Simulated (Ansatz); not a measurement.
An Ansatz (an electronic-structure program) input (PBE in Ansatz (plane waves to 420 eV, PAW, no SOC), earlier PAW set):

Ansatz 0.2 input:
```yaml
crystal:
  lattice:
    - [0, 3.014453244, 3.014453244]
    - [3.014453244, 0, 3.014453244]
    - [3.014453244, 3.014453244, 0]
  atoms:
    - { symbol: Sr, position: [0, 0, 0] }
basis: { ecutwfc: 420, ecutrho_ratio: 4, xc_grid: 2, fft_grid_basis: typed }
kpoints: { mp_grid: { grid: [13, 13, 13] } }
hamiltonian:
  xc: pbe
  dispersion: none
  pseudopotentials: { azcp: { folder: ./paw }, kind: paw }
scf: { occupations: { method: fermi_dirac, width: 0.05 }, convergence: { dr2_threshold: 0.0000000001 } }
output: { forces: true, stress: true }
```

Which symmetry and how many k-points will the program report, and about how many plane waves at Γ?

Space group Fm-3m (ITA 225) with 48 operations, k-points 84 of 2197, and 1067 plane waves at Γ.

No phonon test of stability was made. The cell is Sr in the fcc (Cu type) structure (space group Fm-3m, No. 225).
